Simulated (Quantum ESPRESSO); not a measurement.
Input and output of a self-consistent single point for CdO (Fm-3m, 2 atoms in the cell) (Quantum ESPRESSO).

Method of the run: PBE, PseudoDojo standard norm-conserving (PBE) pseudopotentials (plane waves; Quantum ESPRESSO).

The change in words: lattice scaled by 0.98. Reference geometry:
```xyz
2
Lattice="0.0000 2.3500 2.3500 2.3500 0.0000 2.3500 2.3500 2.3500 0.0000" Properties=species:S:1:pos:R:3 pbc="T T T"
Cd     0.0000     0.0000     0.0000
O      2.3500     2.3500     2.3500
```

Reference input (self-consistent single point, DFT, PBE, plane waves, PseudoDojo standard norm-conserving (PBE) pseudopotentials): ecutwfc = 105 Ry; occupations = smearing; smearing = fermi-dirac; degauss = 0.00147 Ry; potentials = {Cd: Cd.upf, O: O.upf}; K_POINTS = automatic 8 8 8 0 0 0; conv_thr = 1e-10 Ry. This run's input differs from it in these lines:

```diff
@@ -9,3 +9,3 @@
  ibrav = 0,
- celldm(1) = 6.28031934,
+ celldm(1) = 6.15471295,
  nat = 2,
```

Log, with long lists cut:

```
     Self-consistent Calculation

     iteration #  1     ecut=   105.00 Ry     beta= 0.70

     total energy              =    -383.47693895 Ry
     estimated scf accuracy    <       0.48248452 Ry

     iteration #  2     ecut=   105.00 Ry     beta= 0.70

     total energy              =    -383.56804748 Ry
     estimated scf accuracy    <       0.83229967 Ry

     iteration #  3     ecut=   105.00 Ry     beta= 0.70

     total energy              =    -383.72203941 Ry
     estimated scf accuracy    <       0.00231252 Ry

   [... 5 blocks of this kind left out ...]

     iteration #  9     ecut=   105.00 Ry     beta= 0.70

     total energy              =    -383.72262914 Ry
     estimated scf accuracy    <          5.7E-10 Ry

     iteration # 10     ecut=   105.00 Ry     beta= 0.70
     End of self-consistent calculation

     the Fermi energy is    14.1080 ev

!    total energy              =    -383.72262914 Ry
     estimated scf accuracy    <          4.7E-11 Ry
     smearing contrib. (-TS)   =      -0.00002058 Ry
     internal energy E=F+TS    =    -383.72260856 Ry

     convergence has been achieved in  10 iterations

     Forces acting on atoms (cartesian axes, Ry/au):

     atom    1 type  1   force =     0.00000000    0.00000000    0.00000000
     atom    2 type  2   force =     0.00000000    0.00000000    0.00000000

     Total force =     0.000000     Total SCF correction =     0.000000

          total   stress  (Ry/bohr**3)                   (kbar)     P=      166.56
   0.00113224   0.00000000   0.00000000          166.56        0.00        0.00
   0.00000000   0.00113224   0.00000000            0.00      166.56        0.00
   0.00000000   0.00000000   0.00113224            0.00        0.00      166.56

   JOB DONE.
```

The run converged in 10 iterations. Against the reference run the free energy goes up by 52.6 meV/atom and the pressure goes from 5.95 to 16.66 GPa.

The starting cell has typed, rounded lattice constants, without a prior relaxation at this level. For this run, on top of that: lattice scaled by 0.98. With a pressure of about 17 GPa the cell is away from its equilibrium volume at this level. The run gives no clean gap (levels at the Fermi energy touch, overlap or are partly filled at this smearing), which alone does not show that the compound is a metal.

Cost on one core of a shared machine: roughly 40 s.
